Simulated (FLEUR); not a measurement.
**Convergence study of the basis cutoff for V (Im-3m, 1 atom in the cell)**

```xyz
1
Lattice="-1.5074 1.5074 1.5074 1.5074 -1.5074 1.5074 1.5074 1.5074 -1.5074" Properties=species:S:1:pos:R:3 pbc="T T T"
V      0.0000     0.0000     0.0000
```

Method: FLEUR with PBE, all-electron FLAPW (FLEUR), scalar-relativistic valence.

Base settings: Kmax = 4.3 1/bohr; GmaxXC = 17.2 1/bohr; xcFunctional = pbe; jspins = 1; l_soc = F; mode = hist; fermiSmearingEnergy = 0.00367493 Htr; mesh (inpgen div1-3) = 5 5 5; inpgen gamma flag = false; Gmax = 17.2 1/bohr.

Moved along: Gmax, GmaxXC.

The second cell is the first with its lattice scaled by 0.98.

The mesh stays at the base's, so the ladder's end is converged at best in this setting alone.

Only quantities that move along the ladder and can be compared are tabulated.

The starting cell has typed, rounded lattice constants, without a prior relaxation at this level. Its lattice was rescaled by up to half a per cent. Spin polarisation is off. Values depend on the basis (sphere radii, cutoffs, local orbitals), which need not be converged.

Steps (Kmax): 2.54 1/bohr; 2.72 1/bohr; 2.88 1/bohr; 3.04 1/bohr; 3.19 1/bohr; 3.33 1/bohr; 3.6 1/bohr; 3.85 1/bohr; 4.08 1/bohr; 4.3 1/bohr; 4.51 1/bohr; 4.71 1/bohr; 5 1/bohr; 5.27 1/bohr; 5.69 1/bohr.

**Question.** What is the coarsest Kmax that holds the free energy within 1 meV/atom?

**Answer.** Not settled: the last two steps still differ by 0.61 meV/atom, over half the tolerance, so the ladder does not show it.

**Question.** What is the state of the energy of the compressed cell less the first at the end of the ladder?

**Answer.** Still drifting one way, by 0.39 meV/atom over the last two steps, so the last step is no safe reference.

| Kmax | free energy less the last step's (meV/atom) | energy of the compressed cell less the first (meV/atom) |
|---|---|---|
| 2.54 1/bohr | 2993.34 | -120.39 |
| 2.72 1/bohr | 1291.33 | 1.44 |
| 2.88 1/bohr | 617.13 | 141.72 |
| 3.04 1/bohr | 363.17 | 8.21 |
| 3.19 1/bohr | 198.52 | 30.67 |
| 3.33 1/bohr | 125.32 | 21.57 |
| 3.6 1/bohr | 47.73 | 28.21 |
| 3.85 1/bohr | 21.48 | 27.61 |
| 4.08 1/bohr | 9.40 | 27.51 |
| 4.3 1/bohr | 4.99 | 27.28 |
| 4.51 1/bohr | 3.10 | 26.73 |
| 4.71 1/bohr | 2.09 | 26.63 |
| 5 1/bohr | 1.19 | 26.41 |
| 5.27 1/bohr | 0.61 | 26.20 |
| 5.69 1/bohr | 0.00 | 26.01 |

Two neighbours can agree and both be off: 3.85 1/bohr and 4.08 1/bohr differ by 0.11 meV/atom in the energy of the compressed cell less the first, yet lie about 1.5 meV/atom from the last step.
